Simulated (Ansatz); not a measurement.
# TaN: pressure −2 GPa

The parent structure is TaN in the rock salt structure (space group Fm-3m, No. 225; a = 4.4161 Å).

One thing is altered: a negative pressure, −2 GPa.

Computed with plane-wave PAW DFT at the PBE level (Ansatz, a program for electronic structure, 420 eV), no spin-orbit coupling, earlier PAW set. Γ-centred 18×18×18 mesh, Fermi–Dirac width 0.05 eV.

The volume per atom goes up by 0.066 Å³ to 10.83 Å³ and the lattice parameter a increases by 0.009 Å, from 4.416 Å to 4.425 Å. The enthalpy H = E + PV relative to the base's energy comes out as -0.13 eV/atom and the band gap remains zero.

Final structure:

```yaml
crystal:
  lattice:
    - [0.00000, 2.21257, 2.21257]
    - [2.21257, 0.00000, 2.21257]
    - [2.21257, 2.21257, 0.00000]
  atoms:
    - { symbol: N, position: [0.00000, 0.00000, 0.00000] }
    - { symbol: Ta, position: [0.50000, 0.50000, 0.50000] }
```

Cost of the whole job for the changed cell (relaxation, final SCF and bands): about 13 core-seconds (a rough figure).

Load acts through the strain it causes; cell and atoms are relaxed under it. Whether these cells are dynamically stable was not tested. All final runs are without spin polarisation. This is not the structure that TaN has at room temperature and ambient pressure.
